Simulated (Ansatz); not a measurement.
# Effect of pressure 7 GPa on TiB2

Start from TiB2 (space group P6/mmm, No. 191; a = 3.032 Å, c = 3.224 Å).

Modification: a hydrostatic pressure of 7 GPa.

Level of theory: PBE in Ansatz (plane waves to 420 eV, PAW, without spin-orbit coupling). Settings: 18×18×14 k-points, 0.05 eV Fermi–Dirac smearing.

The volume per atom falls by 0.224 Å³ (8.56 Å³ → 8.33 Å³) and the density rises by 0.12 g/cm³ (4.50 g/cm³ → 4.62 g/cm³). The c/a ratio shrinks by 0.0037 (1.063 → 1.060) and the shortest interatomic distance decreases by 0.0134 Å (1.751 Å → 1.737 Å). The enthalpy H = E + PV relative to the base's energy comes out as +0.37 eV/atom and the band gap remains zero.

Load acts through the strain it causes; cell and atoms are relaxed under it. Stability against distortions was not tested. No other phases were tried under pressure. All final runs are without spin polarisation.

Ansatz is a program for electronic structure.
